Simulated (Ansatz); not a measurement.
The reference is SrTiO3 in the cubic perovskite structure (space group Pm-3m, No. 221; a = 3.891 Å). Axes: x, y, z lie along the cube axes.

Level of theory: Kohn–Sham DFT with the PBEsol functional, run in Ansatz (a first-principles code) with PAW and 420 eV plane waves, scalar-relativistic without spin-orbit coupling.

Now apply this change: tensor shear ε_xy = +1.67 % (engineering shear γ = 0.0334); the atoms relax in the strained cell.

Q: Predict the stress tensor and what it implies for the stiffness.

A: Stress of the strained cell less that of the base (GPa, compression positive):
```
   0.10   -3.83    0.00
  -3.83    0.10    0.00
   0.00    0.00    0.06
```

Then −Δσ/γ with γ = 2ε = 0.0334 gives secant stiffness values (nonlinear terms included at this strain): C66 ≈ 115 GPa.

As a check, the harmonic strain energy −½ V₀ Δσ:ε is 4.7 meV/atom; the computed energy rise is 4.7 meV/atom.

No phonon test of stability was made. The final runs are not spin-polarised. Many cubic perovskites are stable only at high temperature; tilts and polar distortions were not tested.
